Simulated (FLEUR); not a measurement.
Worked example: self-consistent single point of NiAl (Pm-3m, 2 atoms in the cell) in FLEUR.

Computed with FLEUR with PBE, all-electron FLAPW (FLEUR), scalar-relativistic valence.

The change in words: lattice scaled by 0.98. Reference geometry:
```
CELL_PARAMETERS angstrom
      2.89000     0.00000     0.00000
      0.00000     2.89000     0.00000
      0.00000     0.00000     2.89000
ATOMIC_POSITIONS crystal
  Al 0.50000 0.50000 0.50000
  Ni 0.00000 0.00000 0.00000
```

Reference input (self-consistent single point, DFT, PBE, all-electron FLAPW (FLEUR), scalar-relativistic valence): Kmax = 4.6 1/bohr; GmaxXC = 18.4 1/bohr; xcFunctional = pbe; jspins = 1; l_soc = F; mode = hist; fermiSmearingEnergy = 0.00367493 Htr; mesh (inpgen div1-3) = 9 9 9; inpgen gamma flag = false; Gmax = 18.4 1/bohr; numbands = 0; maxIterBroyd = 15. This run's input differs from it in these lines:

```diff
@@ -6,3 +6,3 @@
 0.0000000000 0.0000000000 1.0000000000
-5.4613085002
+5.3520823302
 1.0 1.0 1.0
@@ -43,5 +43,5 @@
          <bravaisMatrix>
-            <row-1>    5.4613085002000004     0.0000000000000000     0.0000000000000000</row-1>
-            <row-2>    0.0000000000000000     5.4613085002000004     0.0000000000000000</row-2>
-            <row-3>    0.0000000000000000     0.0000000000000000     5.4613085002000004</row-3>
+            <row-1>    5.3520823302000000     0.0000000000000000     0.0000000000000000</row-1>
+            <row-2>    0.0000000000000000     5.3520823302000000     0.0000000000000000</row-2>
+            <row-3>    0.0000000000000000     0.0000000000000000     5.3520823302000000</row-3>
          </bravaisMatrix>
```

The program printed (abridged):

```
 Iteration:     1   Distance:      15.15836644 me/bohr^3
 Iteration:     2   Distance:      10.29920004 me/bohr^3
 Iteration:     3   Distance:       6.15910586 me/bohr^3
 Iteration:     4   Distance:       3.98842820 me/bohr^3
 Iteration:     5   Distance:       5.06322638 me/bohr^3
   [... 7 lines left out ...]
 Iteration:    13   Distance:       0.00017496 me/bohr^3
 Iteration:    14   Distance:       0.00007596 me/bohr^3
 Iteration:    15   Distance:       0.00001536 me/bohr^3
 Iteration:    16   Distance:       0.00000941 me/bohr^3
 Run finished successfully
 Stop message:
   Structural relaxation: Done

[file out, last iteration]
             iter=     17
[...]
          total density-effective poten   -2.7867340144E+03
          total charge density-energy d   -8.2361909364E+01
 Updated energy parameters for spin:           1
[...]
 fermi energy and band-weighting factors:

[...]
FERMIE:
          first approx. to ef    (T=0)  :   0.406813 htr   (energy of the highest occ. eigenvalue)
          number of occ. states  (T=0)  :        330
          first approx. to seigv (T=0)  :  -7.975451 htr
          sum of weights of occ. states :   9.532236
          sum of semicore charge        :   0.000000 e
FERHIS:  Fermi-Energy by histogram:
          bandgap                     :   0.002582 htr
   [... lines left out ...]
          charge neutrality (T=0)     :   0.064472    (zero if the highest occ. eigenvalue is "entirely" occupied)
     EF_NEWTON:  Adjust Fermi-Energy by Newton-Method.
 Direct bandgap for spin            1 :    3.9929441935138754E-002  Htr
 ---->    free energy=                     -1763.7011728378 htr
   [... lines left out ...]
      extrapolation for T->0
 ---->    total electron energy=           -1763.7006768680 htr
 ***** TOTAL FORCES ON ATOMS *****
 TOTAL FORCE FOR ATOM TYPE=  1  X=  2.676   Y=  2.676   Z=  2.676
                       FX_TOT= 0.000000 FY_TOT= 0.000000 FZ_TOT= 0.000000
 TOTAL FORCE FOR ATOM TYPE=  2  X=  0.000   Y=  0.000   Z=  0.000
                       FX_TOT= 0.000000 FY_TOT= 0.000000 FZ_TOT= 0.000000
 Structural relaxation: Done
```

The run converged in 16 iterations. FLEUR gives forces in its relaxation mode, with a further iteration, so its stop message speaks of a relaxation. Against the reference run the free energy goes up by 29.9 meV/atom.

The starting cell has typed, rounded lattice constants, without a prior relaxation at this level. For this run, on top of that: lattice scaled by 0.98. Spin polarisation is off. Values depend on the basis (sphere radii, cutoffs, local orbitals), which need not be converged. The log's line on a gap gives a spacing of levels on this mesh, which the program prints for metals too.
